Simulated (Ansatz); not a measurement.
# CuI (model structure, started from the CsCl type, Pm-3m, No. 221, 2 atoms in the cell)

Calculation: HSE06 (plane waves, PAW; Ansatz, a first-principles code).

Numerical settings: plane-wave cutoff 500 eV, 8×8×8 k mesh, Fermi–Dirac smearing 0.05 eV, no spin polarisation, scalar-relativistic PAW data made under PBE.

Cell (relaxed with r²SCAN):

```xyz
2
Lattice="3.6642 0.0000 0.0000 0.0000 3.6642 0.0000 0.0000 0.0000 3.6642" Properties=species:S:1:pos:R:3 pbc="T T T"
Cu     0.0000     0.0000     0.0000
I      1.8321     1.8321     1.8321
```

* **band gap**: 0.55 eV (on the SCF k mesh)

Note: exact exchange on metals is sensitive to the k mesh and can open a false gap; the relaxation could raise the start's symmetry but not lower it, so the cell can be a saddle point; cell and atoms aren't relaxed at this level (pressure 1.1 GPa).

Spin–orbit coupling is not included; with these elements it can move the gap by several tenths of an eV or more.

A model structure was made by putting elements into a prototype or built by hand; it is no filed structure, need not be a known phase, and can be a saddle point held by its symmetry.
